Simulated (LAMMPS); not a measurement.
Consider bulk Si (diamond structure) along [110] of the conventional cell, 2304 atoms, pulled at 2e+09 /s and 300 K to an engineering strain of 0.35 in molecular dynamics.

Level of theory: classical MD, pair style tersoff, file SiC_1994.tersoff; code LAMMPS.

```
engineering strain  engineering stress (GPa)
------------------  ------------------------
0.002200                               0.460
0.005700                               0.850
0.009200                                1.21
0.01270                                 1.61
0.01620                                 2.11
0.01970                                 2.63
0.02320                                 3.15
0.02670                                 3.68
0.03020                                 4.07
0.03370                                 4.36
0.03720                                 4.85
0.04070                                 5.42
0.04420                                 5.77
0.04770                                 6.20
0.05120                                 6.68
0.05470                                 7.09
0.05830                                 7.51
0.06180                                 7.92
0.06530                                 8.31
0.06880                                 8.74
0.07230                                 9.14
0.07580                                 9.54
0.07930                                 9.93
0.08280                                 10.3
0.08630                                 10.7
0.08980                                 11.1
0.09330                                 11.4
0.09680                                 11.8
0.1003                                  12.2
0.1038                                  12.5
0.1073                                  12.8
0.1108                                  13.2
0.1143                                  13.5
0.1178                                  13.8
0.1213                                  14.1
0.1248                                  14.5
0.1283                                  14.8
0.1318                                  15.1
0.1353                                  15.3
0.1388                                  15.7
0.1423                                  16.0
0.1459                                  16.2
0.1494                                  16.5
0.1529                                  16.8
0.1564                                  17.0
0.1599                                  17.3
0.1634                                  17.6
0.1669                                  17.8
0.1704                                  18.0
0.1739                                  18.3
0.1774                                  18.6
0.1809                                  18.7
0.1844                                  18.9
0.1879                                  19.2
0.1914                                  19.4
0.1949                                  19.6
0.1984                                  19.9
0.2019                                  20.1
0.2054                                  20.3
0.2089                                  20.6
0.2124                                  20.8
0.2159                                  20.9
0.2194                                  21.1
0.2229                                  21.3
0.2264                                  21.6
0.2299                                  21.7
0.2335                                  21.8
0.2370                                  22.2
0.2405                                  22.4
0.2440                                  22.7
0.2475                                  22.8
0.2510                                  23.0
0.2545                                  23.3
0.2580                                  23.5
0.2615                                  23.7
0.2650                                  23.8
0.2685                                  24.0
0.2720                                  24.4
0.2755                                  24.6
0.2790                                  24.7
0.2825                                  25.1
0.2860                                  25.4
0.2895                                  25.7
0.2930                                  25.8
0.2965                                  26.4
0.3000                                  26.5
0.3035                                  27.0
0.3070                                  27.1
0.3105                                  27.3
0.3140                                  27.9
0.3175                                  28.3
0.3211                                  28.5
0.3246                                  29.1
0.3281                                  29.2
0.3316                                  29.8
0.3351                                  30.5
0.3386                                  30.8
0.3421                                  31.2
0.3456                                  31.6
0.3491                                  30.4
```

### Question
What do the data give for the Young's modulus (slope to 2 % strain), the mean stress over the last third?

### Answer
Young's modulus (slope to 2 % strain): 120 GPa; mean stress over the last third: 26 GPa.

Caution: the potential's cutoff function between first and second neighbours stiffens stretched bonds, which raises strength and failure strain.
